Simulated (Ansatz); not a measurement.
The reference is Pt in the fcc (Cu type) structure (space group Fm-3m, No. 225; relaxed with 0.1 eV smearing).

```cif
data_Pt4
_chemical_formula_sum 'Pt4'
_space_group_name_H-M_alt 'Fm-3m'
_space_group_IT_number 225
_space_group_name_Hall '-F 4 2 3'
_cell_length_a 3.91978
_cell_length_b 3.91978
_cell_length_c 3.91978
_cell_angle_alpha 90.000
_cell_angle_beta 90.000
_cell_angle_gamma 90.000
loop_
_atom_site_label
_atom_site_type_symbol
_atom_site_symmetry_multiplicity
_atom_site_Wyckoff_symbol
_atom_site_fract_x
_atom_site_fract_y
_atom_site_fract_z
_atom_site_occupancy
Pt1 Pt 4 a 0.00000 0.00000 0.00000 1
```
(The calculation used a cell of 1 atom; values per cell refer to that cell.)

The values are results of plane-wave PAW DFT at the PBEsol level (Ansatz, a first-principles code, 420 eV), scalar-relativistic without spin-orbit coupling, not measurements.

Strains are applied to the cell and any free atomic positions relax.

One change was made to it. Results:

```csv
quantity,base,after
energy relative to the base (free energy F),0 meV/atom,+25 meV/atom
pressure,0.0 GPa,-11.3 GPa
```

What was done to the base?
A) isotropic strain −1.50 %
B) isotropic strain +1.50 %
C) isotropic strain −2.00 %
D) isotropic strain −1.00 %
E) isotropic strain +3.00 %

B, isotropic strain +1.50 %. For comparison, the energy relative to the base in the other runs: isotropic strain −2.00 % gives +53 meV/atom; isotropic strain −1.00 % gives +13 meV/atom; isotropic strain +3.00 % gives +95 meV/atom; isotropic strain −1.50 % gives +29 meV/atom.

No phonon test of stability was made. All final runs are without spin polarisation. Pt lies near a magnetic instability that expansion can trigger; it was not tested.
